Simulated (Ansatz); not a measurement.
# Response to strain in HfN

Take HfN in the rock salt structure (space group Fm-3m, No. 225; a = 4.502 Å) as the base. Axes: x, y, z lie along the cube axes.

Strains are applied to the cell and any free atomic positions relax; under biaxial strain the out-of-plane vector relaxes too; under stress the whole cell relaxes.

Computed with PBEsol/PAW in Ansatz (a first-principles code), no spin-orbit coupling.

Notes on the quantities. pressure: mean of the normal stresses, compression positive; energy relative to the base: free energy F.

```tsv
case	pressure	volume per atom	space group	energy relative to the base
base	0.0 GPa	11.40 Å³	Fm-3m (No. 225)	0 meV/atom
biaxial strain −0.52 %, plane normal [111], relaxed out of plane	(withheld)	(withheld)	R-3m (No. 166)	(withheld)
uniaxial strain ε_xx = −2.66 %	8.6 GPa	11.10 Å³	I4/mmm (No. 139)	+17 meV/atom
tensor shear ε_yz = +3.74 %	0.5 GPa	11.39 Å³	Immm (No. 71)	+25 meV/atom
uniaxial stress, 0.5 GPa tension along z	–	11.41 Å³	I4/mmm (No. 139)	0.0 meV/atom
```

Task: Complete the table.

Result: 
- biaxial strain −0.52 %, plane normal [111], relaxed out of plane, pressure: 1.6 GPa
- biaxial strain −0.52 %, plane normal [111], relaxed out of plane, volume per atom: 11.34 Å³
- biaxial strain −0.52 %, plane normal [111], relaxed out of plane, energy relative to the base: +0.9 meV/atom

Without a gap, meshes like the base's 18×18×18 leave anisotropic stresses uncertain by several tenths of a GPa, and small strain energies with them. Beyond what the load breaks, stability against distortions was not tested. The final runs are not spin-polarised. An odd electron count without spin: HfN.
